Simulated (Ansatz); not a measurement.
Base system: ZnO in the wurtzite structure (space group P6_3mc, No. 186; a = 3.280 Å, c = 5.294 Å). Axes: x lies along a and z along c of the hexagonal cell.

Computed with PBE (Ansatz, a program for electronic structure, PAW, spin-orbit coupling left out), earlier PAW set.

Modification: uniaxial strain ε_zz = +1.38 %, all other strain components held at zero; the atoms relax in the strained cell.

Problem. Predict the stress tensor and what it implies for the stiffness.

Solution. Stress of the strained cell less that of the base (GPa, compression positive):
```
  -1.21    0.00    0.00
   0.00   -1.21    0.00
   0.00    0.00   -2.76
```

Then −Δσ_ii/ε with ε = 0.0138 gives secant stiffness values (nonlinear terms included at this strain): C33 ≈ 200 GPa, C13 ≈ 88 GPa and C23 ≈ 88 GPa.

No phonon test of stability was made.
